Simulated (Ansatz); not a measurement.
```yaml
crystal:
  lattice:
    - [0.00000, 2.61439, 2.61439]
    - [2.61439, 0.00000, 2.61439]
    - [2.61439, 2.61439, 0.00000]
  atoms:
    - { symbol: As, position: [0.75000, 0.75000, 0.75000] }
    - { symbol: Ga, position: [0.00000, 0.00000, 0.00000] }
```

No spin polarisation.

Method: r2SCAN (Ansatz, an electronic-structure program, PAW, spin-orbit coupling left out). k-mesh 10×10×10 (Γ-centred); smearing 0.05 eV (Fermi–Dirac).

Estimate the hole mass (degenerate bands, along [100]).

0.12, 0.25, 0.25 mₑ (at Γ).

What is the computed band gap?

1.23 eV.

What gap character does the calculation give?

Indirect, Γ → X.

Load acts through the strain it causes; cell and atoms are relaxed under it. Effective masses come from finite differences of ±0.01 Å⁻¹. No phonon test of stability was made. Measured, GaAs leaves this structure (for a Cmcm phase) near 15 GPa (room temperature; as listed in arXiv:1906.07825). The cell was made from GaAs in the zinc blende structure (space group F-43m, No. 216) by this change: pressure 30 GPa.
